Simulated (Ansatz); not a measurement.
Defect migration in silicon: B-vacancy pair (B on one host Si site, one Si site vacant), charge state +1. These are PBE, PAW (plane waves to 420 eV; Ansatz, a program for electronic structure) values and carry that method's errors.

Settings: 216 host sites, the relaxed PBE lattice, one k-point at (0.250, 0.250, 0.250), smearing 0.01 eV, spin-restricted, no image-charge correction. Energies are static. The charge state is imposed; whether it is stable for some Fermi level was not computed. Forms of the defect that were not tried may lie lower.

Barriers: single points on a 2×2×2 k-point mesh shifted by half a step at the bands' geometries (they differ from the bands' own by up to 0.10 eV, and are uncertain by about as much).

The step: one Si atom jumps into the vacancy from a nearby Si site (B-vacancy distance between ideal sites 2.37 → 3.87 Å). Atoms about the jump, Cartesian Å from the middle of the jump, before and after:

| atom | x0 | y0 | z0 | x1 | y1 | z1 |
|---|---|---|---|---|---|---|
| Si1 | -0.63 | 0.86 | 0.86 | 0.63 | -0.86 | -0.86 |
| Si2 | 1.98 | -1.75 | 0.87 | 1.94 | -1.87 | 0.84 |
| Si3 | 1.97 | 0.87 | -1.75 | 1.94 | 0.84 | -1.86 |
| B4 | -1.07 | -2.17 | -2.17 | -0.77 | -1.88 | -1.88 |
| Si5 | 0.66 | 2.25 | 2.25 | 0.52 | 2.24 | 2.23 |

**Question.** Give the saddle-point geometry and the barrier.

**Answer.** 
```tsv
atom	x	y	z
Si1	0.29	-0.11	-0.10
Si2	1.88	-1.72	0.90
Si3	1.87	0.90	-1.72
B4	-0.93	-1.96	-1.96
Si5	0.59	1.99	2.00
```
It lies 0.96 eV above the start and 0.96 eV above the end. The program found a first-order saddle point.
